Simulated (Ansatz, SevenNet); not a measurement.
Lattice parameter a of B (model structure, started from the simple cubic type, Pm-3m, No. 221, 1 atom in the cell) at several levels of theory

No measured value is used here.

```
level (code)            value (Å)
---------------------  ----------
SevenNet-0                  1.900
SevenNet-l3i5               1.912
LDA (Ansatz)           (withheld)
PBE (Ansatz)                1.885
PBEsol (Ansatz)        (withheld)
PBE-D3(BJ) (Ansatz)         1.870
r²SCAN (Ansatz)             1.886
r²SCAN+rVV10 (Ansatz)       1.885
```

What belongs in the gaps?


- LDA (Ansatz, a program for electronic structure), value (Å): 1.864
- PBEsol (Ansatz), value (Å): 1.877

Cutoffs differ between the levels. Ansatz's density-functional and Hartree–Fock values are scalar-relativistic unless marked +SOC, with PAW data made under PBE.

Machine-learned potentials (SevenNet-0, SevenNet-l3i5) are trained on DFT data: a solid inside that data is no test of them.

A model structure was made by putting elements into a prototype or built by hand; it is no filed structure, need not be a known phase, and can be a saddle point held by its symmetry.
